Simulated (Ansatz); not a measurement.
An Ansatz (a first-principles code) input (DFT with PBE, PAW potentials and a 420 eV plane-wave cutoff in Ansatz, spin-orbit coupling left out):

Ansatz 0.2 input:
```yaml
crystal:
  lattice:
    - [0, 3.5207012013, 3.5207012013]
    - [3.5207012013, 0, 3.5207012013]
    - [3.5207012013, 3.5207012013, 0]
  atoms:
    - { symbol: Ba, position: [0, 0, 0] }
    - { symbol: Te, position: [0.5, 0.5, 0.5] }
basis: { ecutwfc: 420, ecutrho_ratio: 4, xc_grid: 2, fft_grid_basis: typed }
kpoints: { mp_grid: { grid: [8, 8, 8] } }
hamiltonian:
  xc: pbe
  dispersion: none
  pseudopotentials: { kind: paw }
scf: { occupations: { method: fermi_dirac, width: 0.05 } }
relax: { f_tol: 0.01, max_steps: 60, cell: { stress_tol: 0.02, p_target: 0.7 } }
output: { forces: true, stress: true }
checkpoint: { write: state.ck, write_every: 1000 }
```

Which symmetry and how many k-points will the program report, and about how many plane waves at Γ?

Space group Fm-3m (ITA 225) with 48 operations, k-points 29 of 512, and 1687 plane waves at Γ.

And the final pressure?

0.70 GPa (compression positive).

Load acts through the strain it causes; cell and atoms are relaxed under it. No phonon test of stability was made. The cell was made from BaTe in the rock salt structure (space group Fm-3m, No. 225) by this change: pressure 0.7 GPa.
